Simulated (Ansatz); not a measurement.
Results of r²SCAN-D4 in Ansatz (plane waves, PAW) for fluorite CoSi2.

Run with plane-wave cutoff 560 eV, 18×18×18 k mesh, Fermi–Dirac smearing 0.05 eV, no spin polarisation, scalar-relativistic PAW data made under PBE.

Cell (relaxed at this level):

```xyz
3
Lattice="0.0000 2.6493 2.6493 2.6493 0.0000 2.6493 2.6493 2.6493 0.0000" Properties=species:S:1:pos:R:3 pbc="T T T"
Co     0.0000     0.0000     0.0000
Si     1.3247     1.3247     1.3247
Si     3.9740     3.9740     3.9740
```

**Question.** Estimate the bulk modulus B0 and pressure derivative B′ of the bulk modulus that the calculation returns.

**Answer.** 
- bulk modulus B0: 202 GPa
- pressure derivative B′ of the bulk modulus: 4.5

The run finds no gap.

Computed values are for the static lattice.

Ansatz is a program for electronic structure.
